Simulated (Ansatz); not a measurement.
## Short convergence ladders for InSb (F-43m, 2 atoms in the cell)

```yaml
crystal:
  lattice:
    - [0.00000, 3.23028, 3.23028]
    - [3.23028, 0.00000, 3.23028]
    - [3.23028, 3.23028, 0.00000]
  atoms:
    - { symbol: In, position: [0.00000, 0.00000, 0.00000] }
    - { symbol: Sb, position: [0.25000, 0.25000, 0.25000] }
```

Base method: LDA (PW92), PAW files made with PBE (plane waves; Ansatz, a quantum-chemistry and plane-wave program).

Base settings: basis.ecutwfc = 420 eV; kpoints.mp_grid.grid = 7 7 7; hamiltonian.xc = lda; hamiltonian.pseudopotentials = {kind: paw} (the program's default PAW files); scf.occupations.method = fermi_dirac; scf.occupations.width = 0.01 eV.

Core times come from one kind of shared machine, to one figure; runs under 30 s give none.

**Zone-centre phonons against the cutoff**

In this ladder: phonons.method = dfpt.

The mesh stays at the base's, so the ladder's end is converged at best in this setting alone.

Frequencies are those of the unrelaxed cell, without the LO-TO term of polar crystals.

Only quantities that move along the ladder and can be compared are tabulated.

```csv
basis.ecutwfc,highest zone-centre frequency (cm⁻¹)
210 eV,176.7
250 eV,156.0
295 eV,163.6
355 eV,163.3
420 eV,163.3
505 eV,163.3
630 eV,163.3
```

Coarsest basis.ecutwfc that holds the highest zone-centre frequency within 5 cm⁻¹ of the last step, with all finer ones: 295 eV; the step before is off by 7.3 cm⁻¹.

**The q mesh of the phonons**

In this ladder: kpoints.mp_grid.grid = 12 12 12; phonons.method = dfpt.

Only quantities that move along the ladder and can be compared are tabulated.

Thermal sums run over frequencies interpolated from this q mesh.

| phonons.qmesh | zero-point energy (meV/atom) | vibrational free energy at 300 K (meV/atom) | core time / last (rough) |
|---|---|---|---|
| 1 1 1 | 22.10 | -46.41 | 0.03 |
| 2 2 2 | 21.82 | -58.30 | 0.1 |
| 3 3 3 | 21.75 | -57.66 | 1 |

Coarsest phonons.qmesh that holds the zero-point energy within 0.2 meV/atom of the last step, with all finer ones: 2 2 2, at about 0.1 of the last step's time; the step before is off by 0.35 meV/atom.

Coarsest phonons.qmesh that holds the vibrational free energy at 300 K within 2 meV/atom of the last step, with all finer ones: 2 2 2, at about 0.1 of the last step's time; the step before is off by 11 meV/atom.

On the base run: the starting cell has typed, rounded lattice constants, without a prior relaxation at this level. Its lattice was rescaled by up to half a per cent. The run gives no clean gap (levels at the Fermi energy touch, overlap or are partly filled at this smearing), which alone does not show that the compound is a metal.

Left out of this page: 1 run of the series stopped by limits of time or memory.

Keys are those of Ansatz 0.2.
